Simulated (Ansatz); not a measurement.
Response to strain in GaAs

The reference is GaAs in the zinc blende structure (space group F-43m, No. 216; a = 5.6590 Å). Axes: x, y, z lie along the cube axes.

Strains are applied to the cell and any free atomic positions relax; under biaxial strain the out-of-plane vector relaxes too.

Method: DFT with PBEsol, PAW potentials and a 420 eV plane-wave cutoff in Ansatz (a first-principles code), no SOC.

| biaxial strain, plane normal [111], relaxed out of plane (%) | band gap (eV) |
|---|---|
| -2.5 | 0.55 |
| -2.08 | ? |
| -1.67 | 0.52 |
| -1.25 | 0.50 |
| -0.83 | 0.48 |
| -0.42 | 0.45 |
| 0 | 0.42 |

Question: Fit E_g = E₀ + Dε (ε in %) to the rows shown and predict the withheld row.

Answer: Least squares on the printed values gives E₀ = 0.43 eV, D = -51.8 meV per % of strain (largest residual 0.01 eV); this predicts 0.54 eV, and the run gives 0.54 eV, in agreement.

Stability against distortions was not tested.
